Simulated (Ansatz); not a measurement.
## What tensor shear ε_xy = +0.57 % does to MgO

Take MgO in the rock salt structure (space group Fm-3m, No. 225; a = 4.204 Å) as the base. Axes: x, y, z lie along the cube axes.

It is then changed as follows: tensor shear ε_xy = +0.57 % (engineering shear γ = 0.0114), atoms relaxed at fixed cell.

Calculations: DFT with r2SCAN, PAW potentials and a 500 eV plane-wave cutoff in Ansatz (a first-principles code), no spin-orbit coupling. k-mesh 13×13×13 (Γ-centred); smearing 0.05 eV (Fermi–Dirac).

* **Volume per atom**: 9.29 Å³ (base 9.29 Å³)
* **Space group**: Immm (No. 71) (base Fm-3m (No. 225))
* **Shortest interatomic distance**: 2.102 Å (base 2.102 Å)
* **Energy relative to the base (free energy F)**: +0.6 meV/atom
* **Pressure (mean of the normal stresses, compression positive)**: 0.1 kbar (base 0.0 kbar)
* **Band gap**: 5.64 eV (base 5.68 eV)
* **Gap character**: direct at Γ (base direct at Γ)
* **Valence-band top at Γ (three highest levels, from the VBM)**: 0.00, -0.04, -0.09 eV (base 0.00, 0.00, 0.00 eV)
* **Stress (xx, yy, zz, yz, xz, xy; compression positive)**: (0.02, 0.02, -0.01, 0.00, 0.00, -1.79) GPa

The cells carry an imposed strain or load. Stability against distortions was not tested. k-point labels follow each cell's own Brillouin zone.
